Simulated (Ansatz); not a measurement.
Consider Sr in the diamond structure (space group Fd-3m, No. 227; a = 9.610 Å; a hypothetical phase, not in the database extracts checked; relaxed with 0.1 eV smearing).

Calculations: PBE in Ansatz (plane waves to 420 eV, PAW, no spin-orbit coupling).

For the base:

The pressure is 0.0 GPa and the band gap is zero.

Now apply this change: the cell is scaled by 1.0074 in all directions; the atoms relax in the strained cell.

### Question
Predict the new pressure.

### Answer
The pressure stays essentially unchanged (0.0 GPa against -0.1 GPa).

### Question
What does the calculation give for the energy relative to the base after the change?

### Answer
The energy increases by 0.5 meV/atom.

### Question
How does this affect the band gap?

### Answer
The band gap remains zero.

Whether these cells are dynamically stable was not tested.

Ansatz is a program for electronic structure.
